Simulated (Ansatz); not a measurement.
The starting structures come from a database of crystals and need not be the phases stable at ambient conditions.

Given:

```xyz
16
Lattice="8.2969 0.0000 0.0000 2.3616 7.9537 0.0000 2.3616 1.7623 3.3032" Properties=species:S:1:pos:R:3 pbc="T T T"
Li     1.1808     0.8812     1.6516
Li     6.5101     4.8580     1.6516
Bi     1.1975     3.9893     0.0234
Bi     6.4934     1.7498     3.2798
Pd     9.1747     6.8464     1.6516
Pd     9.1747     3.7507     3.3032
Pd     3.8455     2.8696     1.6516
Pd     6.2071     7.7276     3.3032
O      8.7597     1.7465     3.2735
O      7.1353     3.9234     3.2735
O      3.1491     0.9489     1.7785
O      7.1353     6.7256     1.7785
O      4.5418     4.7903     1.5247
O      0.5556     1.8157     0.0297
O      7.2281     3.9927     0.0297
O      2.9173     6.9672     1.5247
```

Space group of this cell: P4/nmm. The cell is taken as given; by r2SCAN its mean pressure is -5.7 GPa.

Transport runs along the normal of the first two printed cell vectors, the (111) plane of the conventional cell.

The gap is the functional's own. No spin-orbit coupling. Mid-gap values are interpolated on the energy grid.

Task: Give the band gap and the smallest decay constant κ at mid-gap that r2SCAN (Ansatz, a quantum-chemistry and plane-wave program) yields.

Result: Gap 0.66 eV on a 10×10×10 mesh; κ = 0.178 1/Å, at the zone centre.
